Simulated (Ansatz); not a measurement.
Base system: MgO in the rock salt structure (space group Fm-3m, No. 225; a = 4.2141 Å). Axes: x, y, z lie along the cube axes.

Calculations: PBEsol/PAW in Ansatz (a first-principles code), without spin-orbit coupling.

Base values:

```
Property                             Value
---------------------  -------------------
Band gap                           4.62 eV
Valence-band top at Γ  0.00, 0.00, 0.00 eV
```

Modification: uniaxial stress, 1 GPa tension along x; all other stress components relax to zero.

Task: Predict the new energy relative to the base, strain response, band gap, valence-band top at Γ and hole mass.

Result: The energy hardly moves; the strain response (xx, yy, zz) comes out as (+0.41, −0.09, −0.09) %; the band gap drops by 0.03 eV to 4.59 eV; the valence-band top at Γ (three highest levels, from the VBM) goes from 0.00, 0.00, 0.00 eV to 0.00, -0.01, -0.01 eV; the hole mass is 0.38 mₑ along x, 2.1 mₑ across (at Γ).

Masses are band curvatures over ±0.01 Å⁻¹ around the edge. Beyond what the load breaks, stability against distortions was not tested.
